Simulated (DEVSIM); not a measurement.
System: abrupt GaAs p-n junction, at 300 K.

Layer 1 from the left is GaAs, thickness (μm) 0.410, Na (cm⁻³) 4e15, τn (s) 1.2e-8, τp (s) 1.2e-8. Layer 2 from the left is GaAs, thickness (μm) 1.40, Nd (cm⁻³) 1.1e17, τn (s) 1.2e-8, τp (s) 1.2e-8.

Left contact: ohmic. Right contact: ohmic. Voltage is applied to the left contact. Recombination: SRH at mid-gap. Mobility is μmin + (μ − μmin)/(1 + (N/Nref)^α).

This is a model device: material constants are rounded textbook-type values typed into the input, and sizes, dopings and lifetimes were drawn at random. Values at 300 K.

GaAs: gap (eV) 1.424, affinity (eV) 4.07, permittivity 12.9, Nc (cm⁻³) 4.7e17, Nv (cm⁻³) 9e18, μn (cm²/Vs) 8500, μp (cm²/Vs) 400, μn,min 500, μp,min 20, Nref,n 6e16, Nref,p 1.5e17, αn 0.39, αp 0.38.

DEVSIM, 1D drift-diffusion, Boltzmann statistics, complete ionisation; no tunnelling, impact ionisation, image-force lowering or self-heating.

### Question
What does the simulation give for the dark forward voltage at 100 A/cm², the dark forward voltage at 1 A/cm², the potential step across the device at zero bias, the largest field in the device at zero bias?

### Answer
dark forward voltage at 100 A/cm² 1.001 V; dark forward voltage at 1 A/cm² 0.868 V; potential step across the device at zero bias 1.187 V; largest field in the device at zero bias 39000 V/cm.
